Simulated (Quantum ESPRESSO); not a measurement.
The steps of a band-structure calculation for Mg6NbZn (Amm2, 8 atoms in the cell) with Quantum ESPRESSO.

Computed with PBEsol, SSSP 1.1.2 efficiency (PBE) pseudopotentials (plane waves; Quantum ESPRESSO).

Step 1 (scf):

```fortran
&CONTROL
 calculation = 'scf'
 prefix = 'run'
 outdir = './out'
 pseudo_dir = './'
 tprnfor = .true.
 tstress = .true.
/
&SYSTEM
 ibrav = 0
 celldm(1) = 9.1733164240
 nat = 8
 ntyp = 3
 ecutwfc = 50
 ecutrho = 400
 occupations = 'smearing'
 smearing = 'fd'
 degauss = 0.0073499
 nbnd = 29
 input_dft = 'pbesol'
/
&ELECTRONS
 conv_thr = 1.0d-10
 mixing_beta = 0.7
/
ATOMIC_SPECIES
Mg    24.3050  Mg.pbe-n-kjpaw_psl.0.3.0.UPF
Nb    92.9064  Nb.pbe-spn-kjpaw_psl.0.3.0.UPF
Zn    65.3800  Zn_pbe_v1.uspp.F.UPF
ATOMIC_POSITIONS {crystal}
Mg    0.0000000000    0.8284400000    0.3470200000
Mg    0.0000000000    0.3470200000    0.8284400000
Mg    0.0000000000    0.3322300000    0.3322300000
Mg    0.5000000000    0.6742500000    0.1616500000
Mg    0.5000000000    0.1616500000    0.6742500000
Mg    0.5000000000    0.1667100000    0.1667100000
Nb    0.5000000000    0.6730300000    0.6730300000
Zn    0.0000000000    0.8166700000    0.8166700000
K_POINTS {automatic}
4 4 4  0 0 0
CELL_PARAMETERS {alat}
   1.0000000000     0.0000000000     0.0000000000
   0.0000000000     0.6413074155     1.1147578132
   0.0000000000    -0.6413074155     1.1147578132
```

Step 2 (bands):

```fortran
&CONTROL
 calculation = 'bands'
 prefix = 'run'
 outdir = './out'
 pseudo_dir = './'
 verbosity = 'high'
/
&SYSTEM
 ibrav = 0
 celldm(1) = 9.1733164240
 nat = 8
 ntyp = 3
 ecutwfc = 50
 ecutrho = 400
 occupations = 'smearing'
 smearing = 'fd'
 degauss = 0.0073499
 nbnd = 33
 input_dft = 'pbesol'
/
&ELECTRONS
 conv_thr = 1.0d-10
 startingwfc = 'random'
 diago_thr_init = 1.0d-6
 diagonalization = 'cg'
/
ATOMIC_SPECIES
Mg    24.3050  Mg.pbe-n-kjpaw_psl.0.3.0.UPF
Nb    92.9064  Nb.pbe-spn-kjpaw_psl.0.3.0.UPF
Zn    65.3800  Zn_pbe_v1.uspp.F.UPF
ATOMIC_POSITIONS {crystal}
Mg    0.0000000000    0.8284400000    0.3470200000
Mg    0.0000000000    0.3470200000    0.8284400000
Mg    0.0000000000    0.3322300000    0.3322300000
Mg    0.5000000000    0.6742500000    0.1616500000
Mg    0.5000000000    0.1616500000    0.6742500000
Mg    0.5000000000    0.1667100000    0.1667100000
Nb    0.5000000000    0.6730300000    0.6730300000
Zn    0.0000000000    0.8166700000    0.8166700000
K_POINTS {crystal_b}
14
  0.00000000   0.00000000   0.00000000   7  ! G
  0.00000000   0.33273923  -0.33273923   3  ! X
  0.00000000   0.00000000  -0.50000000   6  ! S
 -0.50000000   0.00000000  -0.50000000   3  ! R
 -0.50000000   0.33273923  -0.33273923   7  ! A
 -0.50000000   0.00000000   0.00000000   6  ! Z
  0.00000000   0.00000000   0.00000000   6  ! G
  0.00000000  -0.50000000  -0.50000000   3  ! Y
  0.00000000  -0.33273923  -0.66726077   6  ! X1
 -0.50000000  -0.33273923  -0.66726077   3  ! A1
 -0.50000000  -0.50000000  -0.50000000   6  ! T
  0.00000000  -0.50000000  -0.50000000   1  ! Y
 -0.50000000   0.00000000   0.00000000   6  ! Z
 -0.50000000  -0.50000000  -0.50000000   1  ! T
CELL_PARAMETERS {alat}
   1.0000000000     0.0000000000     0.0000000000
   0.0000000000     0.6413074155     1.1147578132
   0.0000000000    -0.6413074155     1.1147578132
```

Step 3 (bands.x):

```fortran
&BANDS
 prefix = 'run'
 outdir = './out'
 filband = 'bands.dat'
 lsym = .false.
/
```

Output of bands (abridged):

```
     file Mg.pbe-n-kjpaw_psl.0.3.0.UPF: wavefunction(s)  3S renormalized
     file Nb.pbe-spn-kjpaw_psl.0.3.0.UPF: wavefunction(s)  4S 4P renormalized

     Atomic positions and unit cell read from directory:
     ./out/run.save/

     Message from routine setup:
     using ibrav=0 with symmetry is DISCOURAGED, use correct ibrav instead
     G-vector sticks info
     --------------------
   [... lines left out ...]
     unit-cell volume          =    1103.7124 (a.u.)^3
     number of k points=    64  Fermi-Dirac smearing, width (Ry)=  0.0073
   [... lines left out ...]
        k(    3) = (   0.0000000   0.1482415   0.0000000), wk =   0.0312500
   [... 61 lines left out ...]

     Dense  grid:   149267 G-vectors     FFT dimensions: (  60,  75,  75)

     Smooth grid:    52781 G-vectors     FFT dimensions: (  45,  54,  54)

     The potential is recalculated from file :
     ./out/run.save/charge-density

     Band Structure Calculation
     CG style diagonalization

     ethr =  1.00E-06,  avg # of iterations = 33.1

     End of band structure calculation

          k = 0.0000 0.0000 0.0000 (  6615 PWs)   bands (ev):

  -119.8092 -73.9825 -73.9759 -73.9398 -48.6300 -24.7868 -24.6884 -24.6716
    -1.1813  -0.7932  -0.7844  -0.7730  -0.7472  -0.7322   2.8768   3.4714
     3.5499   3.9272   4.1812   4.4290   4.9778   5.6510   5.6910   5.8651
     7.1251   7.2787   8.1394   9.3510   9.5223   9.7807  10.2063  10.5958
    10.6225

          k = 0.0000 0.0741 0.0000 (  6587 PWs)   bands (ev):

  -119.8102 -73.9820 -73.9762 -73.9395 -48.6301 -24.7869 -24.6883 -24.6716
    -1.1456  -0.7922  -0.7849  -0.7727  -0.7472  -0.7324   2.6922   3.1961
     3.5121   4.0545   4.3918   4.5595   4.9802   5.6739   5.8007   5.8977
     7.1404   7.2957   8.1147   9.1495   9.3710  10.0362  10.1670  10.5572
    10.6490

   [... 62 blocks of this kind left out ...]
```

Output of bands.x (abridged):

```
     Reading xml data from directory:

     ./out/run.save/
     file Mg.pbe-n-kjpaw_psl.0.3.0.UPF: wavefunction(s)  3S renormalized
     file Nb.pbe-spn-kjpaw_psl.0.3.0.UPF: wavefunction(s)  4S 4P renormalized

     G-vector sticks info
     --------------------
     sticks:   dense  smooth     PW     G-vecs:    dense   smooth      PW
     Sum        3453    1721    491               149267    52781    7993

     Reading collected, re-writing distributed wavefunctions
     high-symmetry point:  0.0000 0.0000 0.0000   x coordinate   0.0000
     high-symmetry point:  0.0000 0.5188 0.0000   x coordinate   0.5188
     high-symmetry point:  0.0000 0.3898-0.2243   x coordinate   0.7776
     high-symmetry point: -0.5000 0.3898-0.2243   x coordinate   1.2776
     high-symmetry point: -0.5000 0.5188 0.0000   x coordinate   1.5363
     high-symmetry point: -0.5000 0.0000 0.0000   x coordinate   2.0551
   [... 3 lines left out ...]
     high-symmetry point: -0.5000 0.2608-0.4485   x coordinate   3.7645
     high-symmetry point: -0.5000 0.0000-0.4485   x coordinate   4.0253
     high-symmetry point:  0.0000 0.0000-0.4485   x coordinate   4.5253
     high-symmetry point: -0.5000 0.0000 0.0000   x coordinate   4.5253
     high-symmetry point: -0.5000 0.0000-0.4485   x coordinate   4.9738

     Plottable bands (eV) written to file bands.dat.gnu
     Bands written to file bands.dat

   JOB DONE.
```

The starting cell comes from a database of computed structures (which also holds hypothetical and non-ambient phases and stackings), without a prior relaxation at this level. Spin polarisation is off.
